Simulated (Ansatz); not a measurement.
**Pressure series in Y**

Base system: Y in the hcp (Mg type) structure (space group P6_3/mmc, No. 194; a = 3.656 Å, c = 5.679 Å).

Cell and atoms are relaxed at each pressure.

Calculations: PBE/PAW in Ansatz (a first-principles code), no SOC.

Notes on the quantities. enthalpy: H = E + PV relative to the base's energy.

| change | density | enthalpy |
|---|---|---|
| base | 4.49 g/cm³ | – |
| pressure −2 GPa | 4.26 g/cm³ | -0.42 eV/atom |
| pressure −1 GPa | 4.38 g/cm³ | -0.21 eV/atom |
| pressure 3 GPa | 4.80 g/cm³ | +0.59 eV/atom |
| pressure 7 GPa | ? | +1.33 eV/atom |
| pressure 15 GPa | 5.81 g/cm³ | +2.67 eV/atom |
| pressure 30 GPa | 6.78 g/cm³ | +4.87 eV/atom |
| pressure 50 GPa | 7.85 g/cm³ | +7.38 eV/atom |
| pressure 75 GPa | 8.99 g/cm³ | +10.12 eV/atom |
| pressure 100 GPa | 9.96 g/cm³ | +12.55 eV/atom |

Q: What belongs in the blanks?

A: 
- pressure 7 GPa, density: 5.17 g/cm³

Load acts through the strain it causes; cell and atoms are relaxed under it. Whether these cells are dynamically stable was not tested. No other phases were tried under pressure. The final runs are not spin-polarised.
